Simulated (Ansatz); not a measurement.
Take CdSe in the zinc blende structure (space group F-43m, No. 216; a = 6.0075 Å) as the base.

Method: DFT with LDA, PAW potentials and a 420 eV plane-wave cutoff in Ansatz (a first-principles code), spin-orbit coupling left out.

| level | band gap | lattice parameter a |
|---|---|---|
| LDA | 0.41 eV | 6.007 Å |

### Question
From these computed values, estimate the measured ones, and say how each level misses.

### Answer
Measured: band gap 1.77 eV (0 K or low temperature; as listed in arXiv:1206.3780); lattice parameter a 6.077 Å (room temperature; as listed in arXiv:1206.3780). Computed minus measured — band gap: LDA -1.36 eV; lattice parameter a: LDA -1.1 %. Measured values not marked as corrected hold thermal and zero-point effects that the static-lattice runs lack. A measured gap can be an optical one, lowered by exciton binding. Levels without spin-orbit coupling miss its lowering of the gap, often about a third of the valence-band splitting.

Stability against distortions was not tested.
